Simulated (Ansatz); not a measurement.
Levels about the gap of amorphous Si₂₄O₅₁W (76 atoms in a cell of 1144 Å³, 2.43 g/cm³; zone centre alone, so wide bands show as single levels with stretches between that a denser mesh fills), at the geometry that PBE relaxed, where it gives -0.3 GPa on a denser mesh. The participation number counts the atoms over which a state spreads; weights are charges in smoothed Voronoi cells. The levels come from a single point, so bond lengths are those of that geometry. Method of the levels: PBE, scalar-relativistic without spin-orbit coupling (Ansatz, a first-principles code). Sampling: the zone centre alone; Fermi-Dirac width 0.02 eV; no spin polarisation. At PBE the levels at both edges of the gap are localised (band-tail or defect states), and the nearest spread-out levels lie 5.5 eV apart at the zone centre.

It comes from a melt-quench run on a machine-learned potential (CHGNet), relaxed afterwards by DFT. O atoms were pushed apart under 1.9 Å during the dynamics, to hinder bonds among them. The hot cell started wider than the set density and was brought back towards it in steps. It is the lowest in DFT energy of 2 quenches. It is a model cell: composition and starting density were chosen by hand, and all elements were melted together. No dispersion term was used. Its density started from a set value of 2.43 and ended at 2.43 g/cm³. Cooling (nominally 400 K/ps over its main leg) ran many orders faster than in experiment, which tends to leave more defects and strain. One small periodic cell is one sample of the glass; other quenches scatter about these values. The volume was held where the preparation left it and the shape relaxed, at a PBE pressure of -0.3 GPa (tension).

| E - E(highest filled), eV | filling | participation number | largest on | weight O | weight Si | weight W |
|---|---|---|---|---|---|---|
| -0.94 | filled | 11.1 | O, 2 neighbours | 0.94 | 0.06 | 0.00 |
| -0.81 | filled | 10.3 | O, 2 neighbours | 0.94 | 0.06 | 0.00 |
| -0.60 | filled | 6.2 | O, 2 neighbours | 0.95 | 0.05 | 0.00 |
| -0.52 | filled | 4.2 | O, 2 neighbours | 0.95 | 0.05 | 0.00 |
| -0.45 | filled | 9.2 | O, 2 neighbours | 0.95 | 0.05 | 0.00 |
| -0.24 | filled | 6.4 | O, 2 neighbours | 0.96 | 0.04 | 0.00 |
| 0.00 | filled | 3.9 | O, 2 neighbours | 0.96 | 0.04 | 0.00 |
| 2.15 | empty | 3.0 | W, 4 neighbours | 0.43 | 0.03 | 0.54 |
| 2.39 | empty | 3.2 | W, 4 neighbours | 0.45 | 0.03 | 0.52 |
| 2.67 | empty | 4.7 | Si, 3 neighbours | 0.49 | 0.50 | 0.01 |
| 3.66 | empty | 3.2 | Si, 3 neighbours | 0.44 | 0.56 | 0.00 |
| 3.96 | empty | 3.5 | W, 4 neighbours | 0.47 | 0.05 | 0.48 |
| 4.13 | empty | 17.4 | W, 4 neighbours | 0.57 | 0.24 | 0.19 |
| 4.40 | empty | 8.6 | W, 4 neighbours | 0.53 | 0.15 | 0.31 |

Most localised among these is the empty level at +2.15 eV, on a W atom, which has 4 neighbours (O 1.70 Å, O 1.79 Å, O 1.83 Å, O 1.83 Å).
